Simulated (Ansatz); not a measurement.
Consider SiGe in the wurtzite structure (space group P6_3mc, No. 186; a model cell, its experimental status unchecked).

```
SiGe
1.0
    3.90406     0.00000     0.00000
   -1.95203     3.38101     0.00000
    0.00000     0.00000     6.45485
Ge Si
2 2
Direct
  0.66667   0.33333   0.99956
  0.33333   0.66667   0.49956
  0.66667   0.33333   0.62564
  0.33333   0.66667   0.12564
```

Cartesian axes are those of the cell as printed.

Computed with Kohn–Sham DFT with the r2SCAN functional, run in Ansatz (a first-principles code) with PAW and 500 eV plane waves, without spin-orbit coupling.

It is then changed as follows: tensor shear ε_yz = +0.72 % (engineering shear γ = 0.0144); the atoms relax in the strained cell.

**Question.** Predict the stress tensor and what it implies for the stiffness.

**Answer.** Stress of the strained cell less that of the base (GPa, compression positive):
```
   0.01    0.00    0.00
   0.00    0.00   -0.73
   0.00   -0.73    0.00
```

Then −Δσ/γ with γ = 2ε = 0.0144 gives relaxed-ion elastic constants: C44 ≈ 51 GPa.

Stability against distortions was not tested.
